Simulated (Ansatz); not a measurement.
A 64-atom cell of Ga(As,Sb) started in the zinc blende structure, site fractions As 0.750, Sb 0.250, short-range order 0.00 among the nearest mixed sites of the first mixed sublattice (0 is random, a negative value favours unlike neighbours), space group P1 at the end. The mixed sublattice has 32 sites.

The mixing enthalpy is taken against the end members in the zinc blende type, relaxed in the same cell and mesh.

These are PBE (plane waves to 420 eV, PAW; Ansatz, a first-principles code) values and carry that method's errors. Spin–orbit coupling is left out; with elements this heavy it can move edges by tenths of an eV. Its k-point mesh 2×2×2 shifted by 0.5, 0.5, 0.5, Fermi–Dirac width 0.01 eV.

| cell | energy at zero smearing (eV) |
|---|---|
| GaAs | -276475.429 |
| GaSb | -328570.704 |
| Ga4As3Sb | -289498.094 |

Problem. Work out the mixing enthalpy per mixed site and the interaction parameter Ω of a regular solution.

Solution. With x = 8/32 of the second end member, ΔH = [-289498.094 − 24/32 × (-276475.429) − 8/32 × (-328570.704)] / 32 = 36.1 meV against the separate end members. Ω = ΔH / x(1 − x) = 193 meV, which puts the top of the miscibility gap of this model at Ω / 2k = 1120 K.
